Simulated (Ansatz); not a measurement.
Start from W in the bcc (W type) structure (space group Im-3m, No. 229; a = 3.1688 Å; relaxed with 0.1 eV smearing). Axes: x, y, z lie along the cube axes.

The values are results of Ansatz (a quantum-chemistry and plane-wave program), r2SCAN, PAW, cutoff 500 eV, spin-orbit coupling left out, not measurements.

Strains are applied to the cell and any free atomic positions relax.

One change was made to it. Results:

The pressure (mean of the normal stresses, compression positive) stays 0.0 GPa; the energy rises by 1.0 meV/atom; the shortest interatomic distance falls by 0.020 bohr (5.186 bohr → 5.166 bohr).

### Question
Which change produced these results?
A. tensor shear ε_xy = +0.57 %
B. tensor shear ε_xy = +1.14 %
C. tensor shear ε_xy = +2.00 %

### Answer
A, tensor shear ε_xy = +0.57 %. For comparison, the energy relative to the base in the other runs: tensor shear ε_xy = +1.14 % gives +3.9 meV/atom; tensor shear ε_xy = +2.00 % gives +12 meV/atom.

Whether these cells are dynamically stable was not tested. All final runs are without spin polarisation.
